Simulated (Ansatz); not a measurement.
**GaN, pressure series**

Take GaN in the rock salt structure (space group Fm-3m, No. 225) as the base.

```yaml
crystal:
  lattice:
    - [0.00000, 2.10973, 2.10973]
    - [2.10973, 0.00000, 2.10973]
    - [2.10973, 2.10973, 0.00000]
  atoms:
    - { symbol: Ga, position: [0.00000, 0.00000, 0.00000] }
    - { symbol: N, position: [0.50000, 0.50000, 0.50000] }
```

Cell and atoms are relaxed at each pressure.

Levels (all Ansatz, a program for electronic structure, PAW): PBEsol (420 eV, no spin-orbit coupling); HSE06 (420 eV, no spin-orbit coupling).

Band gaps by level, all at the geometries relaxed with PBEsol:

```csv
case,PBEsol,HSE06
base,0.54 eV,1.89 eV
pressure −2 GPa,0.49 eV,(withheld)
pressure −1 GPa,0.51 eV,(withheld)
pressure 0.3 GPa,0.55 eV,1.90 eV
pressure 0.7 GPa,0.56 eV,(withheld)
pressure 1.5 GPa,0.58 eV,1.93 eV
pressure 5 GPa,0.67 eV,2.04 eV
pressure 7.5 GPa,0.73 eV,2.12 eV
```

### Question
Complete the table.

### Answer

- pressure −2 GPa, HSE06: 1.82 eV
- pressure −1 GPa, HSE06: 1.85 eV
- pressure 0.7 GPa, HSE06: 1.91 eV

Single points use the geometry relaxed with PBEsol. HSE06 gaps are upper bounds (no full band path). Load acts through the strain it causes; cell and atoms are relaxed under it. Whether these cells are dynamically stable was not tested. Competing high-pressure phases were not computed. This is not the structure that GaN has at room temperature and ambient pressure.
